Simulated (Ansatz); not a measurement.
Response to strain in TiO2

Consider TiO2 in the anatase structure (space group I4_1/amd, No. 141).

```xyz
6
Lattice="-1.8697 1.8697 4.7275 1.8697 -1.8697 4.7275 1.8697 1.8697 -4.7275" Properties=species:S:1:pos:R:3 pbc="T T T"
Ti     0.0000     1.8697     2.3638
Ti     0.0000     0.0000     0.0000
O      0.0000     1.8697     0.3973
O      0.0000     0.0000     7.4886
O      0.0000     0.0000     1.9665
O      0.0000     1.8697     4.3303
```

Cartesian axes are those of the cell as printed.

Strains are applied to the cell and any free atomic positions relax.

Level of theory: plane-wave PAW DFT at the LDA level (Ansatz, a quantum-chemistry and plane-wave program, 420 eV), no spin-orbit coupling.

Notes on the quantities. energy relative to the base: free energy F; pressure: mean of the normal stresses, compression positive.

```json
[
 {"variant": "base", "band gap": "2.08 eV", "energy relative to the base": "0 meV/atom", "largest internal atomic displacement": "–", "pressure": "0.00 GPa"},
 {"variant": "uniaxial strain ε_zz = −3.00 %", "band gap": "1.98 eV", "energy relative to the base": "+6.4 meV/atom", "largest internal atomic displacement": "0.037 Å", "pressure": "5.38 GPa"},
 {"variant": "uniaxial strain ε_zz = −2.40 %", "band gap": "(withheld)", "energy relative to the base": "(withheld)", "largest internal atomic displacement": "(withheld)", "pressure": "(withheld)"},
 {"variant": "uniaxial strain ε_zz = −1.80 %", "band gap": "2.02 eV", "energy relative to the base": "+2.3 meV/atom", "largest internal atomic displacement": "0.022 Å", "pressure": "3.19 GPa"},
 {"variant": "uniaxial strain ε_zz = −1.20 %", "band gap": "2.04 eV", "energy relative to the base": "+1.0 meV/atom", "largest internal atomic displacement": "0.014 Å", "pressure": "2.13 GPa"},
 {"variant": "uniaxial strain ε_zz = −0.60 %", "band gap": "2.06 eV", "energy relative to the base": "+0.2 meV/atom", "largest internal atomic displacement": "–", "pressure": "1.05 GPa"}
]
```

What belongs in the blanks?


- uniaxial strain ε_zz = −2.40 %, band gap: 2.00 eV
- uniaxial strain ε_zz = −2.40 %, energy relative to the base: +4.0 meV/atom
- uniaxial strain ε_zz = −2.40 %, largest internal atomic displacement: 0.030 Å
- uniaxial strain ε_zz = −2.40 %, pressure: 4.28 GPa

Whether these cells are dynamically stable was not tested. All final runs are without spin polarisation.
